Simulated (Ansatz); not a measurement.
The starting structures come from a database of crystals and need not be the phases stable at ambient conditions.

By PBEsol, the system below comes out a metal.

Crystal: SrCd (Pm-3m, CsCl type, not sure to be the ambient phase, 2 atoms a cell, 32.9 Å³ an atom); planes in its conventional cell.

Calculation: PBEsol (plane waves, PAW; Ansatz, a quantum-chemistry and plane-wave program).

G/A = (e²/h) × open channels of both spins per area, as a mean over 0.1 eV about the Fermi level, without spin-orbit coupling, for the cells as given.

| plane | area (Å²) | G/A (10¹⁵ S/m²) |
|---|---|---|
| (001) | 16.3 | 0.46 |
| (111) | 28.2 | (withheld) |
| (110) | 23.0 | (withheld) |

Task: Fill in the missing entries.

Result: 
- (111), G/A (10¹⁵ S/m²): 0.53
- (110), G/A (10¹⁵ S/m²): 0.51
